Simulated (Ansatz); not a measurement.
Take CuI in the zinc blende structure (space group F-43m, No. 216) as the base.

```xyz
2
Lattice="0.0000 2.9697 2.9697 2.9697 0.0000 2.9697 2.9697 2.9697 0.0000" Properties=species:S:1:pos:R:3 pbc="T T T"
Cu     0.0000     0.0000     0.0000
I      1.4848     1.4848     1.4848
```

Cartesian axes are those of the cell as printed.

Calculations: PBEsol (Ansatz, an electronic-structure program, PAW, without spin-orbit coupling).

Strains are applied to the cell and any free atomic positions relax; under biaxial strain the out-of-plane vector relaxes too.

One change was made to it. Results:

The volume per atom falls by 0.51 Å³ to 25.68 Å³; the band gap grows by 0.03 eV (1.17 eV → 1.20 eV); the pressure (mean of the normal stresses, compression positive) goes from zero to 1.00 GPa.

### Question
Which change produced these results?
A. biaxial strain −0.42 %, plane normal [111], relaxed out of plane
B. biaxial strain −1.67 %, plane normal [111], relaxed out of plane
C. biaxial strain −2.08 %, plane normal [111], relaxed out of plane
D. biaxial strain +1.25 %, plane normal [111], relaxed out of plane

### Answer
B, biaxial strain −1.67 %, plane normal [111], relaxed out of plane. For comparison, the pressure in the other runs: biaxial strain −2.08 %, plane normal [111], relaxed out of plane gives 1.25 GPa; biaxial strain +1.25 %, plane normal [111], relaxed out of plane gives -0.71 GPa; biaxial strain −0.42 %, plane normal [111], relaxed out of plane gives 0.25 GPa.

Spin-orbit coupling, missing from the scalar runs, can matter with I. Stability against distortions was not tested. The final runs are not spin-polarised.
